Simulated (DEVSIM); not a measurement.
Device: abrupt CdTe p-n junction, at 300 K.

Layer 1 from the left is CdTe, thickness (μm) 16.0, Na (cm⁻³) 5.4e15, τn (s) 1.2e-9, τp (s) 1.2e-9. Layer 2 from the left is CdTe, thickness (μm) 95.0, Nd (cm⁻³) 1e17, τn (s) 1.2e-9, τp (s) 1.2e-9.

Left contact: ohmic. Right contact: ohmic. Voltage is applied to the left contact. Recombination: SRH at mid-gap, radiative, Auger. Mobility is constant in doping.

Constants are typed, rounded textbook-type inputs, not results; the design itself was drawn at random and stands for no fabricated device. Values at 300 K.

CdTe: gap (eV) 1.5, affinity (eV) 4.28, permittivity 10.2, Nc (cm⁻³) 8e17, Nv (cm⁻³) 1.8e19, μn (cm²/Vs) 1000, μp (cm²/Vs) 80, B (cm³/s) 1e-10, Cn (cm⁶/s) 1e-30, Cp (cm⁶/s) 1e-30.

Problem. Estimate by hand the built-in potential, the peak field at zero bias, the capacitance at -1.5 V, and compare with a numerical solution.

Solution. 
- Built-in potential: ni = √(Nc Nv) exp(−Eg/2kT) = 954000 cm⁻³ with Eg = 1.500 eV; Vbi = kT/q ln(Na Nd/ni²) = 1.237 V; numerical 1.237 V.
- Peak field at zero bias: depletion approximation: W = √(2εVbi/(qN)) = 0.522 μm with N = 5.12e15 cm⁻³; field = 2Vbi/W = 47400 V/cm; numerical 46800 V/cm (estimate above by 1.4 %).
- Capacitance at -1.5 V: C = √(qεN / 2(Vbi + |V|)) = 11.6 nF/cm²; numerical 11.7 nF/cm² (estimate below by 0.95 %).

DEVSIM, 1D drift-diffusion, Boltzmann statistics, complete ionisation; no tunnelling, impact ionisation, image-force lowering or self-heating.
